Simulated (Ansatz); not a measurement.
Structures of equal composition on the (111) surface of germanium (Ge plane on top): (√3x√3)R30° Ga adatom at H3; (√3x√3)R30° Ga adatom at T4. The slabs share one bottom face, and each structure is named by its start. These are constructed structures in small cells; real faces may alloy, dewet or reconstruct in larger ones, and not all known structures of the face are among them. Slabs of about 13 Å, Fermi-Dirac smearing of 0.025 eV. Bottom of the slabs: H caps. Relaxed from the named starts with such symmetry as they have, on meshes of like density; energies extrapolated to zero smearing; spin only where a row says so; no spin-orbit coupling, no U. Brackets mark spin-polarised runs, whose order is one that fits the cell. Where a second, spin-polarised start was run, the lower counts.

Level of theory: PBE (plane waves to 420 eV, PAW; Ansatz, a first-principles code).

Q: Put the candidates in order of energy per 1x1 cell, lowest first, for PBE.

A: (√3x√3)R30° Ga adatom at T4 (0.000 eV, no gap on the mesh), (√3x√3)R30° Ga adatom at H3 (0.053 eV, no gap on the mesh)
